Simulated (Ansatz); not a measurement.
An Ansatz (an electronic-structure program) run: Li; r2SCAN (Ansatz), no SOC.

Input:

Ansatz 0.2 input:
```yaml
crystal:
  lattice:
    - [-1.7387263145, 1.7387263145, 1.7387263145]
    - [1.7387263145, -1.7387263145, 1.7387263145]
    - [1.7387263145, 1.7387263145, -1.7387263145]
  atoms:
    - { symbol: Li, position: [0, 0, 0] }
basis: { ecutwfc: 500, ecutrho_ratio: 4, xc_grid: 4, fft_grid_basis: typed }
kpoints: { mp_grid: { grid: [19, 19, 19] } }
hamiltonian:
  xc: r2scan
  dispersion: none
  pseudopotentials: { kind: paw }
scf: { occupations: { method: fermi_dirac, width: 0.05 }, convergence: { dr2_threshold: 0.0000000001 } }
output: { forces: true, stress: true }
```

Output (explanatory and most iteration lines left out):

```
Pseudopotential: Li, paw, valence charge 3
Crystal: 1 atoms, lattice volume = 21.026 Å³
Basis set: ecut = 500 eV, 555 PW (Γ), exchange–correlation on 96×96×96 points (64 copies of the dense FFT grid, shifted against one another)
Bands: 6, of which v1, the nominal top of the filled ones, is band 2 counted from 1 (1 counted from 0)
Symmetry: 48 space group operations
Space group: Im-3m (ITA 229), of the structure as read, at distance tolerance 2.8e-5 Å
k-points: 220 of 6859
Functional: x = r2scan, c = r2scan; τ floored in thin density (d = 2e-4 eV/Å³)
SCF iter   1: F=—  HF=-205.135114 eV  |F-HF|=—  |Δ(HF+E_count)|=         —  Δρ=2.24e-3  dr2=3.03e-4  dr2_τ=3.15e-4  ethr=1.77e-3  ⟨swp⟩=5.5  Hψ=11231  notcnv=0
SCF iter   2: F=—  HF=-205.134960 eV  |F-HF|=—  |Δ(HF+E_count)|=   1.54e-4  Δρ=1.05e-3  dr2=7.64e-5  dr2_τ=6.67e-6  ethr=1.01e-5  ⟨swp⟩=2.0  Hψ=4352  notcnv=0  defer=48
SCF 1 converged in 6 iterations: F = -205.134969 eV  dr2 = 6.04e-12
SCF converged after 6 iterations
Free energy (F): -205.134969 eV
Internal energy: -205.130921 eV  (E = F + TS)
E sigma→0 (E₀):  -205.132945 eV
Entropy (-TS):   -0.004049 eV (-4.049 meV/atom)
Fermi energy:    0.968193 eV
--- Forces (eV/Å), atoms counted from 1 ---
  atom   1  Li     0.00000000     0.00000000    -0.00000000
--- Stress (GPa, compression-positive) ---
        0.000227       0.000000       0.000000
        0.000000       0.000227       0.000000
       -0.000000       0.000000       0.000227
  P = ⅓ Tr σ = 0.0002 GPa (0.002 kbar)
```

Whether these cells are dynamically stable was not tested. The cell is Li in the bcc (W type) structure (space group Im-3m, No. 229).
